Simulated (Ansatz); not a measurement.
## Mg (space group R-3m, No. 166; a cell from a computed database, its experimental status unchecked)

Mg is modelled in the trigonal space group R-3m, hexagonal axes (No. 166), Pearson symbol hR3. Lattice parameters: a = 3.170 Å, b = 3.170 Å, c = 23.333 Å, α = 90.00°, β = 90.00°, γ = 120.00°. Mg1 on 3a sees 12 Mg at 3.170–3.177 Å (cuboctahedral). Mg2 on 6c sees 12 Mg at 3.167–3.177 Å (anticuboctahedral). (Neighbours: up to the widest gap in distance over summed covalent radii, below 1.35, at either atom.)
(The calculation used a cell of 3 atoms; values per cell refer to that cell.)

Level of theory: Ansatz (an electronic-structure program), PBEsol, PAW, cutoff 420 eV, no spin-orbit coupling. Settings: 17×17×17 k-points, 0.05 eV Fermi–Dirac smearing.

The volume per atom comes out as 22.56 Å³ and the density is 1.79 g/cm³. The band gap comes out as zero. The total energy is -1912.049 eV/atom (σ→0; compares only within this code and set-up).

Stability against distortions was not tested. This is not the structure that Mg has at room temperature and ambient pressure.
